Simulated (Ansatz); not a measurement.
# GaSb with two functionals, pressure 9 GPa

Consider GaSb in the zinc blende structure (space group F-43m, No. 216; a = 6.2135 Å).

(Cell as relaxed with PBE.)

Levels (all Ansatz, an electronic-structure program, PAW): PBE (420 eV, spin-orbit coupling left out); r2SCAN (500 eV, no spin-orbit coupling).

Each level relaxes its own structure.

```json
[
 {"base": "volume per atom", "PBE": "29.99 Å³", "r2SCAN": "28.83 Å³"},
 {"base": "lattice parameter a", "PBE": "6.214 Å", "r2SCAN": "6.132 Å"},
 {"base": "band gap", "PBE": "zero", "r2SCAN": "0.41 eV"}
]
```

The change: a hydrostatic pressure of 9 GPa.

```json
[
 {"quantity": "hole mass (degenerate bands, along [100])", "PBE": "0.040, 0.23, 0.23 mₑ (at Γ)", "r2SCAN": "___"},
 {"quantity": "gap character", "PBE": "indirect, Γ → L", "r2SCAN": "___"},
 {"quantity": "band gap", "PBE": "0.62 eV", "r2SCAN": "___"}
]
```

**Question.** What does r2SCAN give?

**Answer.** 
- hole mass (degenerate bands, along [100]), r2SCAN: 0.064, 0.22, 0.22 mₑ (at Γ)
- gap character, r2SCAN: indirect, Γ → Γ–X (79 % along)
- band gap, r2SCAN: 0.91 eV

They disagree on the gap character; PBE's band gap lies 0.29 eV below r2SCAN's. Neither level is exact; r2SCAN is the comparison here, not a measurement.

With Sb present, leaving out spin-orbit coupling can change the band edges. Load acts through the strain it causes; cell and atoms are relaxed under it. Effective masses come from finite differences of ±0.01 Å⁻¹. Stability against distortions was not tested. Tetrahedral semiconductors of this kind turn to denser phases somewhere between about 1 and 50 GPa; those were not computed, so compressed cells here can lie past the real transition. The final runs are not spin-polarised. A zero or small gap of GaSb can be the functional's error rather than a property of the material.
